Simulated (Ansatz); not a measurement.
CuSn (P6_3/mmc), PBEsol, DFPT electron-phonon coupling, linearised Boltzmann equation run with Ansatz (an electronic-structure program): phonon-limited resistivity 5.07 μΩ·cm at 300 K along x (a = (4.12, 0.00, 0.00) Å; b = (-2.06, 3.57, 0.00) Å; c = (0.00, 0.00, 4.97) Å), 6.84 μΩ·cm at 400 K, current-weighted mean free path 17.4 nm, Drude plasma energy 8.46 eV.

What Drude relaxation time do resistivity and plasma energy imply?

ω_p = 1.29e16 s⁻¹, so τ = 1/(ε₀ ω_p² ρ) = 13.5 fs, a damping ħ/τ of 48.8 meV.

What is the classical skin depth at 100 GHz (nonmagnetic, μ₀ = 1.257×10⁻⁶ H/m)?

δ = √(ρ/(π f μ₀)) = 358 nm.

What temperature coefficient of resistance follows, and how does it compare with 1/T?

(ρ₄₀₀ − ρ₃₀₀)/(100 K × ρ₃₀₀) = 3.49×10⁻³ K⁻¹, against 1/T = 3.33×10⁻³ K⁻¹ for a resistivity proportional to T. It lies higher because phonons are still being populated at 300 K; impurities would add a constant and lower it.

A metal at this level (no band gap). Only scattering by harmonic phonons is included (no impurities, grain boundaries, electron-electron scattering or thermal expansion). Spin-orbit coupling is left out. The run warned that the eigensolver left some states short of its tolerance. Halving the electron mesh (24x24x16) moves the resistivity by up to 8 % at 300 K, the mean free path by up to 6 %. Smearing 0.20 eV; phonons on a 4x4x3 q mesh, which this run doesn't test.

Formula and space group known from diffraction (Crystallography Open Database), not checked to be the room-temperature form: CuSn (P6_3/mmc).
